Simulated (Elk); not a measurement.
Band structure of Lu (Pm-3m, 1 atom in the cell).

```
CELL_PARAMETERS angstrom
      3.21531     0.00000     0.00000
      0.00000     3.21531     0.00000
      0.00000     0.00000     3.21531
ATOMIC_POSITIONS crystal
  Lu 0.00000 0.00000 0.00000
```

Method of the run: PBE, spin-orbit coupling in second variation, all-electron FP-LAPW, Elk's shipped species files, LAPW+lo basis (Elk).

Settings: xctype = 20; spinorb = true; rgkmax = 7.5; stype = 1; swidth = 0.00367493 Ha; ngridk = 12 12 12; gmaxvr = 16 1/bohr; nxoapwlo = 1; lmaxi = 3; nempty = 10 per atom; maxscl = 100.

The starting cell was generated: these elements placed on a structure prototype, without a prior relaxation; it need not be a known phase or ordering of this composition. Values depend on the basis (sphere radii, cutoffs, local orbitals), which need not be converged.

Levels in eV from the Fermi level, bands 23 to 30:
```
point     23     24     25     26     27     28    29    30
-----  -----  -----  -----  -----  -----  -----  ----  ----
Γ      -4.87  -4.87  -0.40  -0.40  -0.40  -0.40  5.81  5.81
X      -2.72  -2.72  -0.36  -0.36   0.37   0.37  3.11  3.11
M      -1.70  -1.70  -0.23  -0.23   2.84   2.84  3.61  3.61
R      -0.41  -0.41  -0.41  -0.41  -0.26  -0.26  6.14  6.14
```

Bands cross the Fermi level along this path, so the cell is metallic at this level.

The net moment of the cell came out as 0.00 μB.
